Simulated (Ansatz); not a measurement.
Computed with PBE (plane waves to 420 eV, PAW; Ansatz, a program for electronic structure).

Plane-averaged electrostatic potential energy along the normal, in eV from the Fermi level, for Li on the 1x1 (0001) surface of hcp Ru, one in a 2x2 cell, started at the site 'hollow Ru-Ru-Ru':

(z (Å), V (eV)): (5.10, 5.02); (5.38, 5.02); (5.67, 5.02); (5.95, 5.01); (6.23, 5.01); (6.52, 4.99); (6.80, 4.97); (7.08, 4.91); (7.37, 4.79); (7.65, 4.56); (7.93, 4.08); (8.22, 3.10); (8.50, 1.09); (8.78, -3.64); (9.07, -13.81); (9.35, -24.28); (9.63, -27.89); (9.92, -22.08); (10.20, -11.16); (10.48, -3.35); (10.77, -3.26); (11.05, -10.86); (11.33, -21.93); (11.62, -28.19); (11.90, -25.22); (12.18, -15.06); (12.47, -5.02); (12.75, -1.81); (13.03, -5.17); (13.32, -15.28); (13.60, -25.34); (13.88, -28.11); (14.17, -21.66); (14.45, -10.56); (14.73, -3.07); (15.02, -3.13); (15.30, -10.80); (15.58, -21.78); (15.87, -27.82); (16.15, -24.50); (16.43, -14.13); (16.72, -3.82); (17.00, 0.87); (17.28, 2.41); (17.57, 2.35); (17.85, 1.59); (18.13, 1.12); (18.42, 1.33); (18.70, 1.83); (18.98, 2.08); (19.27, 2.19); (19.55, 2.26); (19.83, 2.31); (20.12, 2.33); (20.40, 2.35); (20.68, 2.36); (20.97, 2.37); (21.25, 2.37); (21.53, 2.37); (21.82, 2.37); (22.10, 2.37); (22.38, 2.37)

Slab: 17 atoms, 6.3 Å thick at the start under the adsorbate (thin: gaps and levels are the slab's own); k 6x6x1, smearing 0.1 eV, dipole-corrected; 8 atoms held, the rest relaxed; symmetry of the start imposed; no spin, no spin-orbit, no U, no dispersion correction. At the end it is bonded to 3 Ru. In PBE it is, or lies within 0.03 eV of, the lowest of the starts that converged.

Question: The surface cell has an area of 25.66 Å². What dipole along the normal does the step between the two vacuum levels imply?

Answer: the top vacuum level lies 2.65 eV below the bottom one; p = −ε₀ A ΔV (ε₀ = 0.005526 e/(V·Å)) gives 0.38 e·Å a cell.
